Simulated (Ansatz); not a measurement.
Consider Si in the diamond structure (space group Fd-3m, No. 227; a = 5.4441 Å).

Level of theory: plane-wave PAW DFT at the r2SCAN level (Ansatz, a quantum-chemistry and plane-wave program, 500 eV), no SOC, earlier PAW set.

One change was made to it. Results:

```tsv
quantity	base	after
shortest interatomic distance	235.7 pm	226.4 pm
band gap	0.78 eV	0.54 eV
```

Q: What was done to the base?
(A) pressure −1 GPa
(B) pressure 100 GPa
(C) pressure 3 GPa
(D) pressure −2 GPa
(E) pressure 15 GPa

A: E, pressure 15 GPa. For comparison, the band gap in the other runs: pressure 3 GPa gives 0.72 eV; pressure 100 GPa gives zero; pressure −1 GPa gives 0.79 eV; pressure −2 GPa gives 0.81 eV.

The mesh was chosen for an insulator and is coarse for the gapless case. Load acts through the strain it causes; cell and atoms are relaxed under it. No phonon test of stability was made. Measured, Si leaves this structure (for the β-tin structure) near 12 GPa (room temperature; as listed in arXiv:1906.07825).
